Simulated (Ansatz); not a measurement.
# WSi2: pressure series

Base system: WSi$_{2}$ (space group I4/mmm, No. 139; a = 3.212 Å, c = 7.806 Å).

Cell and atoms are relaxed at each pressure.

The values are results of Kohn–Sham DFT with the r2SCAN functional, run in Ansatz (a quantum-chemistry and plane-wave program) with PAW and 500 eV plane waves, scalar-relativistic without spin-orbit coupling, earlier PAW set, not measurements.

```csv
pressure (GPa),volume per atom (Å³/atom)
-2,13.543
-1,13.483
0,13.424
1.8,13.323
4.2,13.194
9,?
18,12.556
30,12.110
45,11.645
```

Fit the third-order Birch–Murnaghan form P(V) = (3B₀/2)[(V₀/V)^(7/3) − (V₀/V)^(5/3)]·[1 + (3/4)(B₀′ − 4)((V₀/V)^(2/3) − 1)] (squares taken in P) to the rows shown and predict the withheld row.

Least squares on the printed values gives V₀ = 13.425 Å³/atom, B₀ = 233 GPa, B₀′ = 4.3; this predicts 12.953 Å³/atom, and the run gives 12.953 Å³/atom, in agreement.

Load acts through the strain it causes; cell and atoms are relaxed under it. Stability against distortions was not tested. Competing high-pressure phases were not computed. The final runs are not spin-polarised.
